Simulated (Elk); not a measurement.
Worked example: self-consistent single point of LaZnGa (P6_3/mmc, 6 atoms in the cell) in Elk.

Method: PBEsol, spin-orbit coupling in second variation, all-electron FP-LAPW, Elk's shipped species files, default APW+lo basis (Elk 10.2.4).

```
CELL_PARAMETERS angstrom
      4.49206     0.00000     0.00000
     -2.24603     3.89024     0.00000
      0.00000     0.00000     8.04708
ATOMIC_POSITIONS crystal
  La 0.00000 0.00000 0.50000
  La 0.00000 0.00000 0.00000
  Zn 0.33333 0.66667 0.75000
  Zn 0.66667 0.33333 0.25000
  Ga 0.33333 0.66667 0.25000
  Ga 0.66667 0.33333 0.75000
```

Reference input (self-consistent single point, DFT, PBEsol, all-electron FP-LAPW, Elk's shipped species files, default APW+lo basis): xctype = 22; rgkmax = 7; stype = 0; swidth = 0.00367493 Ha; ngridk = 6 6 3; rmtscf = 0.96. This run's input differs from it in these lines:

```diff
@@ -6,2 +6,5 @@
 
+spinorb
+  .true.
+
 rgkmax
@@ -11,2 +14,8 @@
   0.96
+
+lmaxi
+  3
+
+nempty
+  10
```

The program printed (abridged):

```
│ Self-consistent loop started │
│ Loop number : 1 │
 total energy                :     -24468.8827260
 total moment                :   0.4744841371E-20  0.4490600252E-19  0.2288882741E-26
│ Loop number : 2 │
 total energy                :     -24469.3099714
 total moment                :  -0.7040538324E-20 -0.1499251119E-19  0.3664908350E-25
RMS change in Kohn-Sham potential (target) :   0.1100000713     (  0.1000000000E-05)
Absolute change in total energy (target)   :   0.4272454288     (  0.1000000000E-03)
│ Loop number : 3 │
 total energy                :     -24469.3866437
   [... lines left out ...]
 total energy                :     -24463.8503353
 total moment                :  -0.7448160560E-21 -0.3253204500E-19  0.5333412828E-23
RMS change in Kohn-Sham potential (target) :   0.6857480759E-07 (  0.1000000000E-05)
Absolute change in total energy (target)   :   0.1640823393E-03 (  0.1000000000E-03)
│ Loop number : 16 │
 total energy                :     -24463.8503380
 total moment                :   0.1779087493E-19  0.5562393757E-19  0.6601406618E-24
RMS change in Kohn-Sham potential (target) :   0.2057626265E-07 (  0.1000000000E-05)
Absolute change in total energy (target)   :   0.3833482697E-04 (  0.1000000000E-03)
Convergence targets achieved

│ Loop number : 17 │

Energies :
 Fermi                       :     0.254217166993
 xc effective B-field        :    -0.117639391209E-08
 external B-field            :      0.00000000000
 total energy                :     -24463.8503428
 (external B-field energy excluded from total)

Density of states at Fermi energy :    78.14534203
 (states/Hartree/unit cell)

Estimated indirect band gap :   0.8986668841E-03
 from k-point      4 to k-point      2
Estimated direct band gap   :   0.8196127975E-02
 at k-point     10

Charges :
 core                        :    152.0000000
 valence                     :    84.00000000
 interstitial                :    10.95970786
 muffin-tins (core leakage)
  species :    1 (La)
   atom    1                 :    54.27389628     (  0.4010700275E-03)
   [... lines left out ...]
  species :    3 (Ga)
   atom    1                 :  -0.3852457750E-20  0.2712994165E-20   0.000000000
   atom    2                 :  -0.3852457750E-20  0.2712994165E-20   0.000000000
 total in muffin-tins        :  -0.8172811984E-20  0.4042167961E-19   0.000000000
 total moment                :  -0.8207265503E-20  0.4043780975E-19 -0.2646980709E-23

│ Self-consistent loop stopped │
```

The run converged in 17 iterations. The count includes the last loop, which Elk runs after its targets are met. 

The starting cell comes from a database of computed structures (which also holds hypothetical and non-ambient phases and stackings), without a prior relaxation at this level. Values depend on the basis (sphere radii, cutoffs, local orbitals), which need not be converged. The log's line on a gap gives a spacing of levels on this mesh, which the program prints for metals too.

Cost on one core of a shared machine: roughly 2 min.
